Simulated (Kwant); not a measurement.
Device: quantum point contact (saddle potential) in a InAs two-dimensional gas. Effective mass 0.023 mₑ, grid spacing 12 nm, hard walls, nominal width 300 nm (25 grid rows, so walls 312 nm apart), one parabolic valley, scattering region 900 nm long along x; energies count from the band bottom; Fermi energy 0.00213 eV. Potential (V0 + ½k y²) cos²(πx/L) for |x| < L/2, with V0 swept from 0.0022365 to 0 eV, k = 8.8e-07 eV/nm², L = 750 nm.

Constants are typed, rounded textbook-type inputs, not results; the design itself was drawn at random and stands for no fabricated device.

Kwant, effective-mass tight-binding model on a square grid, one spin, coherent transport at 0 K. Conductance is in e²/h.

Sweep values stay those of the base run.

The curvature of the confinement was swept, all else fixed.

```csv
curvature of the confinement (eV/nm²),mean G (e²/h) over the sweep,G (e²/h) at V0 = 1.135 meV,G (e²/h) at V0 = 1.685 meV
4.4e-7,0.83,1.00,0.12
6.2e-7,0.65,0.99,0.030
7.5e-7,0.60,0.96,0.012
8.8e-7,0.57,0.90,0.0055
1.1e-6,0.53,0.67,0.0016
1.3e-6,0.49,0.38,0.00057
1.8e-6,0.41,0.046,6.4e-5
```

From the first row to the last the mean G over the sweep goes from 0.83 to 0.41. From the first row to the last the G at V0 = 1.135 meV goes from 1.00 to 0.046.
